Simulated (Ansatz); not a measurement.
Consider Hf in the hcp (Mg type) structure (space group P6_3/mmc, No. 194; a = 3.204 Å, c = 5.072 Å; relaxed with 0.1 eV smearing). Axes: x lies along a and z along c of the hexagonal cell.

Method: Ansatz (a quantum-chemistry and plane-wave program) PBE, spin-orbit coupling left out, earlier PAW set.

For the base:

```
Property                        Result
-----------------------------  -------
Shortest interatomic distance  3.139 Å
```

The change: uniaxial strain ε_zz = +2.00 %, all other strain components held at zero; the atoms relax in the strained cell.

Question: Predict the new shortest interatomic distance.

Answer: The shortest interatomic distance increases by 0.041 Å to 3.180 Å.

Question: Estimate the effect on the stress.

Answer: The stress (xx, yy, zz, yz, xz, xy; compression positive) comes out as (-1.3, -1.3, -3.7, 0.0, 0.0, 0.0) GPa.

Question: What happens to the energy relative to the base?

Answer: The energy grows by 5.3 meV/atom.

Stability against distortions was not tested. The final runs are not spin-polarised.
